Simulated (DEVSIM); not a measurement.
Structure: Schottky contact on p-type Si, at 300 K.

Layer 1 from the left is Si, thickness (μm) 16.0, Na (cm⁻³) 8.6e16, τn (s) 2.5e-7, τp (s) 2.5e-7.

Left contact: Schottky, work function 4.504 eV, emission velocity 6.9e6 cm/s. Right contact: ohmic. Voltage is applied to the left contact. Recombination: SRH at mid-gap, Auger. Mobility is μmin + (μ − μmin)/(1 + (N/Nref)^α).

The device is made up for the run: typed textbook-type constants, with dimensions and the other settings drawn at random. Values at 300 K.

Si: gap (eV) 1.124, affinity (eV) 4.05, permittivity 11.7, Nc (cm⁻³) 2.86e19, Nv (cm⁻³) 3.1e19, μn (cm²/Vs) 1417, μp (cm²/Vs) 470, μn,min 52, μp,min 45, Nref,n 9.7e16, Nref,p 2.2e17, αn 0.68, αp 0.72, Cn (cm⁶/s) 2.8e-31, Cp (cm⁶/s) 9.9e-32.

DEVSIM, 1D drift-diffusion, Boltzmann statistics, complete ionisation; no tunnelling, impact ionisation, image-force lowering or self-heating. Metal contacts follow the ideal Schottky-Mott rule: no Fermi-level pinning, no interface dipoles.

Dark forward current:

```csv
|V| (V),|J| (A/cm²)
0.05,0.0009375
0.10,0.007340
0.15,0.05098
0.20,0.3462
0.25,2.282
0.30,13.21
0.35,51.99
0.40,126.2
0.45,223.8
0.50,334.1
0.55,451.9
0.60,574.3
0.65,699.9
0.70,827.8
0.75,957.3
0.80,1088
0.85,1220
0.90,1353
0.95,1486
1.00,1620
1.05,1755
1.10,1890
1.15,2025
```

Question: Work out the local ideality factor n = ΔV / (kT/q · ln(J2/J1)) between the rows 0.15 and 0.20 V, 1.10 and 1.15 V.

Answer: kT/q = 25.85 mV. From 0.15 to 0.20 V: ln(0.3462/0.05098) = 1.916, n = 1.01, near the 1 of diffusion or emission over a barrier. From 1.10 to 1.15 V: ln(2025/1890) = 0.069, n = 28.04; the layers' resistance at their doping, Σ W/(qμN) = 0.00036 Ω cm², would take 48 mV of this step of 50 mV.

Question: Estimate the current at 0.20 V for emission alone, J0 = q v N_band exp(−φB/kT), and read the barrier back from the simulated current.

Answer: φB = 0.670 eV, N_band = 3.10e19 cm⁻³, J0 = 0.000190 A/cm²; J = J0 (exp(qV/kT) − 1) = 0.435 A/cm². The simulation gives 0.346 A/cm²; the estimate lies 26 % above. Read backwards, the simulated current gives an apparent barrier of 0.676 eV. The estimate leaves out transport through the depletion region and minority injection.
